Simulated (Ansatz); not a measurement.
Results of PBEsol in Ansatz (plane waves, PAW) for SiO2 (P4₁2₁2, No. 92).

Run with plane-wave cutoff 520 eV, 8×8×6 k mesh (along the axes of the cell as run), Fermi–Dirac smearing 0.01 eV, scalar-relativistic PAW data made under PBE.

Properties against volume:

Shape and atoms are relaxed at each volume.

```tsv
V (Å³/atom)	P (GPa)	direct gap at Γ (eV)	c (Å)	a (Å)
14.210	0.56	5.611	6.899	4.971
14.506	0.27	5.591	6.958	5.002
14.802	0.00	5.571	7.016	5.032
15.098	-0.25	5.552	7.073	5.061
15.394	-0.49	5.534	7.128	5.091
```

A straight line through the gaps at Γ against ln V gives a volume deformation potential dE_g(Γ)/d ln V of -1.0 eV: the gap at Γ widens under compression.

Ansatz is a program for electronic structure.
